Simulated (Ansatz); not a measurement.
Consider CsSnI₃ in the cubic perovskite structure (space group Pm-3m, No. 221; a = 6.031 Å). Axes: x, y, z lie along the cube axes.

Method: DFT with LDA, PAW potentials and a 420 eV plane-wave cutoff in Ansatz (an electronic-structure program), no SOC.

For the base:

* **Pressure**: 0.0 GPa
* **Shortest interatomic distance**: 301.5 pm

Perturbation: compressive biaxial strain of 1.80 % in the plane normal to [001], as in epitaxy on a mismatched substrate; the out-of-plane cell vector and the atoms relax.

How does this affect the energy relative to the base?

The energy rises by 5.4 meV/atom.

What happens to the pressure?

The pressure (mean of the normal stresses, compression positive) goes from zero to 0.8 GPa.

What happens to the shortest interatomic distance?

The shortest interatomic distance drops by 5.4 pm to 296.1 pm.

Stability against distortions was not tested. All final runs are without spin polarisation. Many cubic perovskites are stable only at high temperature; tilts and polar distortions were not tested. Gaps under 0.05 eV, about the width of the smearing, are given as zero.
